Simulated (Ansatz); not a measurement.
The starting structures come from a database of crystals and need not be the phases stable at ambient conditions.

 Where the default PAW files enter, the runs use the earlier of Ansatz's two default sets.

By PBEsol, the system below comes out a metal.

The ballistic (Sharvin) conductance counts the channels at the Fermi level: G/A = (e²/h) × channels of both spins per area.

Consider the following.

```xyz
2
Lattice="2.7607 0.0000 0.0000 0.0000 4.7921 0.0000 1.3803 0.0000 2.4625" Properties=species:S:1:pos:R:3 pbc="T T T"
Pt     2.7607     1.1980     1.6417
Pt     1.3803     3.5941     0.8208
```

Space group of this cell: Cmcm. The cell is strained (lengths along the current scaled by 1.03, ions clamped); by PBEsol its mean pressure is -17.0 GPa.

The current flows along the normal of the first two printed cell vectors. No spin-orbit coupling; the value is a mean over 0.1 eV about the Fermi level.

Question: Compute, with Ansatz (a first-principles code) with PBEsol, the ballistic conductance per area.

Answer: 1.7 × 10¹⁵ S/m² for both spins.
